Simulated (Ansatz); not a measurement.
Start from InP in the zinc blende structure (space group F-43m, No. 216).

```yaml
crystal:
  lattice:
    - [0.00000, 2.93922, 2.93922]
    - [2.93922, 0.00000, 2.93922]
    - [2.93922, 2.93922, 0.00000]
  atoms:
    - { symbol: In, position: [0.00000, 0.00000, 0.00000] }
    - { symbol: P, position: [0.25000, 0.25000, 0.25000] }
```

Cartesian axes are those of the cell as printed.

Computed with Ansatz (an electronic-structure program) PBEsol, spin-orbit coupling left out.

For the base:

* **Pressure**: 0.00 GPa
* **Electron mass**: 0.046 mₑ (at Γ)

It is then changed as follows: compressive biaxial strain of 2.50 % in the plane normal to [111], as in epitaxy on a mismatched substrate; the out-of-plane cell vector and the atoms relax.

Question: What does the calculation give for the pressure, energy relative to the base, electron mass and out-of-plane strain after the change?

Answer: The pressure (mean of the normal stresses, compression positive) goes from zero to 2.48 GPa; the energy increases by 14 meV/atom; the electron mass changes from 0.046 mₑ (at Γ) to 0.056 mₑ (at Γ); the out-of-plane strain comes out as +1.59 %.

The levels and masses belong to the bands next to the band gap. Effective masses come from finite differences of ±0.01 Å⁻¹. Whether these cells are dynamically stable was not tested.
